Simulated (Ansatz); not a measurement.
Input for (Si,Ge)C alloy cell C2GeSi (wurtzite start):

Ansatz 0.2 input:
```yaml
crystal:
  lattice:
    - [-3.169413256, 0.000060731, -5.215787543]
    - [3.169381889, -0.000072255, -5.215768353]
    - [3.169512742, -5.489717262, 0.00000349]
  atoms:
    - { symbol: Ge, position: [0.915710341, 0.582382119, 0.333332101] }
    - { symbol: Ge, position: [0.415710341, 0.082382119, 0.333332101] }
    - { symbol: Ge, position: [0.915710341, 0.582382119, 0.833332101] }
    - { symbol: Ge, position: [0.415710341, 0.082382119, 0.833332101] }
    - { symbol: Si, position: [0.831696133, 0.165024973, 0.166667651] }
    - { symbol: Si, position: [0.331696133, 0.665024973, 0.166667651] }
    - { symbol: Si, position: [0.831696133, 0.165024973, 0.666667651] }
    - { symbol: Si, position: [0.331696133, 0.665024973, 0.666667651] }
    - { symbol: C, position: [0.722833111, 0.389482078, 0.333337113] }
    - { symbol: C, position: [0.222833111, 0.889482078, 0.333337113] }
    - { symbol: C, position: [0.722833111, 0.389482078, 0.833337113] }
    - { symbol: C, position: [0.222833111, 0.889482078, 0.833337113] }
    - { symbol: C, position: [0.149760414, 0.483110827, 0.166663137] }
    - { symbol: C, position: [0.649760414, 0.983110827, 0.166663137] }
    - { symbol: C, position: [0.149760414, 0.483110827, 0.666663137] }
    - { symbol: C, position: [0.649760414, 0.983110827, 0.666663137] }
basis:
  ecutwfc: 420
  ecutrho_ratio: 4
  xc_grid: 2
kpoints:
  mp_grid: { grid: [5, 5, 4] }
hamiltonian:
  xc: pbe
  dispersion: none
  pseudopotentials: { kind: paw }
scf:
  n_extra_bands: 24
  occupations: { method: fermi_dirac, width: 0.01 }
output:
  eigenstates:
    kpoints:
      - [0.0, 0.0, 0.0]
      - [-0.5, -0.5, 0.0]
    e_range: [-5, 6]
    localisation: true
  eigenvalues: true
magnetization:
  noncollinear: true
  spin_orbit: true
```

All values below come from PBE with spin-orbit coupling (plane waves to 420 eV, PAW; Ansatz, a quantum-chemistry and plane-wave program).  Its k-point mesh 5×5×4, Fermi–Dirac width 0.01 eV.

Task: Write the closing report of this run, without the band table and long remarks, to eight decimals at most.

Result: 
```
SCF converged after 9 iterations
Magnetization: |M| = 0.0000 μB,  M = (+0.0000, +0.0000, +0.0000) μB
Absolute magnetization: 0.0000 μB (∫|m|)
  site 0: m = (+0.0000, +0.0000, +0.0000) μB, |m| = 0.0000 μB  (R = 0.81 Å)
  site 1: m = (+0.0000, +0.0000, +0.0000) μB, |m| = 0.0000 μB  (R = 0.81 Å)
  site 2: m = (+0.0000, +0.0000, +0.0000) μB, |m| = 0.0000 μB  (R = 0.81 Å)
  site 3: m = (+0.0000, +0.0000, +0.0000) μB, |m| = 0.0000 μB  (R = 0.81 Å)
  site 4: m = (+0.0000, +0.0000, +0.0000) μB, |m| = 0.0000 μB  (R = 0.78 Å)
  site 5: m = (+0.0000, +0.0000, +0.0000) μB, |m| = 0.0000 μB  (R = 0.78 Å)
  site 6: m = (+0.0000, +0.0000, +0.0000) μB, |m| = 0.0000 μB  (R = 0.78 Å)
  site 7: m = (+0.0000, +0.0000, +0.0000) μB, |m| = 0.0000 μB  (R = 0.78 Å)
  site 8: m = (+0.0000, +0.0000, +0.0000) μB, |m| = 0.0000 μB  (R = 0.79 Å)
  site 9: m = (+0.0000, +0.0000, +0.0000) μB, |m| = 0.0000 μB  (R = 0.79 Å)
  site 10: m = (+0.0000, +0.0000, +0.0000) μB, |m| = 0.0000 μB  (R = 0.79 Å)
  site 11: m = (+0.0000, +0.0000, +0.0000) μB, |m| = 0.0000 μB  (R = 0.79 Å)
  site 12: m = (+0.0000, +0.0000, +0.0000) μB, |m| = 0.0000 μB  (R = 0.78 Å)
  site 13: m = (+0.0000, +0.0000, +0.0000) μB, |m| = 0.0000 μB  (R = 0.78 Å)
  site 14: m = (+0.0000, +0.0000, +0.0000) μB, |m| = 0.0000 μB  (R = 0.78 Å)
  site 15: m = (+0.0000, +0.0000, +0.0000) μB, |m| = 0.0000 μB  (R = 0.78 Å)
Free energy (F): -21728.882945 eV
Harris-Foulkes:  -21728.882945 eV  (|F-HF|=8.15e-8)
Internal energy: -21728.882945 eV  (E = F + TS)
E sigma→0 (E₀):  -21728.882945 eV
Fermi energy:    11.586715 eV
--- Per-component energies (eV) ---
  E_band       = -281.317014
  E_kinetic    = 1341.157116
  E_local      = -11002.943281  (includes V_loc(G=0)·N_el)
  E_nonlocal   = 1999.549680
  E_hartree    = 4823.510931
  E_xc         = -915.416167
  E_vxc        = -933.547678  (∫ρ·V_xc dr)
  E_paw        = -10935.365907  (= ΣΔE_a)
  E_vpaw       = -1332.552705  (= ΣTr[D̂ρ^β])
  E_aug_tail   = 0.000838  (compensation charges beyond the density's cutoff)
  E_ewald      = -7039.376155
  E_smearing   = 0.000000  (= −TS)
  E_closure    = 0.000000  (closes the sum)
  Σ components = -21728.882945   (vs F -21728.882945, Δ=0.00e0)
```

Cost: very roughly 7 core-minutes.
